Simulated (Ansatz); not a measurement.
The starting structures come from a database of crystals and need not be the phases stable at ambient conditions.

# Evanescent states of InP (P6_3mc, wurtzite, 4 atoms a cell, 25.7 Å³ an atom) along the normal of (100)

All values below come from r2SCAN (plane waves, PAW; Ansatz, a program for electronic structure).

No gap correction and no spin-orbit coupling; mid-gap is the computed energy nearest the middle.

Energies count from the valence-band top; κ is the least over a 8×6 mesh across the current.

```
E (eV)  κ (1/Å)  where
------  -------  -----
0.04      0.026      Γ
0.10      0.044      Γ
0.17      0.055      Γ
0.24      0.062      Γ
0.32      0.068      Γ
0.39      0.072      Γ
0.46      0.074      Γ
0.53      0.075      Γ
0.59      0.076      Γ
0.67      0.075      Γ
0.73      0.072      Γ
0.81      0.068      Γ
0.88      0.063      Γ
0.94      0.055      Γ
1.01      0.043      Γ
1.08      0.022      Γ
```

Q: How thick must the barrier be to attenuate the transmission by 10^6 when the electrodes' Fermi level lies at 0.67 eV, and what attenuation does that film give at 0.04 eV?

A: d = 6 ln 10 / (2 × 0.075) = 92.1 Å. At 0.04 eV it gives 6 × 0.026/0.075 = 2.1 decades.
